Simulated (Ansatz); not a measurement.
The reference is Ti in the hcp (Mg type) structure (space group P6_3/mmc, No. 194; a = 2.902 Å, c = 4.593 Å; relaxed with 0.1 eV smearing). Axes: x lies along a and z along c of the hexagonal cell.

The values are results of PBEsol (Ansatz, a quantum-chemistry and plane-wave program), scalar-relativistic without spin-orbit coupling, not measurements.

For the base:

| Property | Value |
|---|---|
| Band gap | zero |

The change: uniaxial strain ε_xx = −1.50 %, all other strain components held at zero, atoms relaxed at fixed cell.

Q: What happens to the stress?

A: The stress (xx, yy, zz, yz, xz, xy; compression positive) is (2.6, 1.6, 1.2, 0.0, 0.0, 0.0) GPa.

Q: How does this affect the largest internal atomic displacement?

A: The largest internal atomic displacement comes out as 0.018 Å.

Q: Predict the new band gap.

A: The band gap is still zero.

No phonon test of stability was made. All final runs are without spin polarisation.
